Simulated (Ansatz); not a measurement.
# A computed series for MoTe2: response to strain

The parent structure is MoTe2 (space group P6_3/mmc, No. 194; a = 3.497 Å, c = 13.696 Å; layered, stacked along the Cartesian z axis). Axes: x lies along a and z along c of the hexagonal cell.

Strains are applied to the cell and any free atomic positions relax; under biaxial strain the out-of-plane vector relaxes too.

All numbers come from PBE-D3(BJ) (Ansatz, an electronic-structure program, PAW, no spin-orbit coupling).

Notes on the quantities. in-plane stress: mean in-plane stress (compression positive).

| change | in-plane stress | width of the top valence band | shortest interatomic distance |
|---|---|---|---|
| base | – | 1.03 eV | 2.716 Å |
| biaxial strain +0.60 %, plane normal [001], relaxed out of plane | -0.9 GPa | ? | 2.720 Å |
| biaxial strain +1.20 %, plane normal [001], relaxed out of plane | ? | ? | 2.724 Å |
| biaxial strain +1.80 %, plane normal [001], relaxed out of plane | ? | 1.19 eV | 2.728 Å |
| biaxial strain +2.40 %, plane normal [001], relaxed out of plane | -3.5 GPa | 1.22 eV | 2.732 Å |
| biaxial strain +3.00 %, plane normal [001], relaxed out of plane | -4.2 GPa | 1.26 eV | 2.736 Å |

Problem. Fill in the withheld entries from the trend.

Solution. 
- biaxial strain +0.60 %, plane normal [001], relaxed out of plane, width of the top valence band: 1.06 eV
- biaxial strain +1.20 %, plane normal [001], relaxed out of plane, in-plane stress: -1.8 GPa
- biaxial strain +1.20 %, plane normal [001], relaxed out of plane, width of the top valence band: 1.11 eV
- biaxial strain +1.80 %, plane normal [001], relaxed out of plane, in-plane stress: -2.7 GPa

Spin-orbit coupling, missing from the scalar runs, can matter with Te. The levels and masses belong to the bands next to the band gap. No phonon test of stability was made. The program warned that a D3 coordination switch lies within reach, so dispersion energies are less smooth here.
